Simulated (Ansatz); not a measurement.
The parent structure is TiB$_{2}$ (space group P6/mmm, No. 191).

```
CELL_PARAMETERS angstrom
      3.01728     0.00000     0.00000
     -1.50864     2.61304     0.00000
      0.00000     0.00000     3.18495
ATOMIC_POSITIONS crystal
  Ti 0.00000 0.00000 0.00000
  B  0.33333 0.66667 0.50000
  B  0.66667 0.33333 0.50000
```

Cartesian axes are those of the cell as printed.

All numbers come from plane-wave PAW DFT at the PBEsol level (Ansatz, a first-principles code, 420 eV), spin-orbit coupling left out, earlier PAW set.

Strains are applied to the cell and any free atomic positions relax; under stress the whole cell relaxes.

One change was made to it. Results:

```json
[
 {"quantity": "energy relative to the base (free energy F)", "base": "0 meV/atom", "after": "+125 meV/atom"},
 {"quantity": "band gap", "base": "zero", "after": "zero"}
]
```

Task: Which of these changes matches the shifts?
(A) uniaxial strain ε_yy = −2.79 %
(B) uniaxial stress, 1 GPa tension along z
(C) isotropic strain −4.19 %

Result: C, isotropic strain −4.19 %. For comparison, the energy relative to the base in the other runs: uniaxial strain ε_yy = −2.79 % gives +15 meV/atom; uniaxial stress, 1 GPa tension along z gives +0.1 meV/atom.

A case with no gap was solved on a k-mesh chosen for an insulator, which is coarse for it. Without a gap, meshes like the base's 13×13×10 leave anisotropic stresses uncertain by several tenths of a GPa, and small strain energies with them. Beyond what the load breaks, stability against distortions was not tested. The final runs are not spin-polarised.
